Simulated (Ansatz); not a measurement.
Start from SiC (space group P6_3mc, No. 186; a = 3.0789 Å, c = 15.1069 Å).

Calculations: PBEsol (Ansatz, a quantum-chemistry and plane-wave program), no spin-orbit coupling.

For the base:

The lattice parameter a is 307.9 pm.

Now apply this change: Pb takes the place of C on all its sites; the structure is relaxed again.

### Question
Predict the new lattice parameter a.

### Answer
The lattice parameter a goes up by 129.16 pm, from 307.9 pm to 437.0 pm.

Stability against distortions was not tested. As relaxed here, PbSi is a hypothetical phase, not in the database extracts checked. The final runs are not spin-polarised.
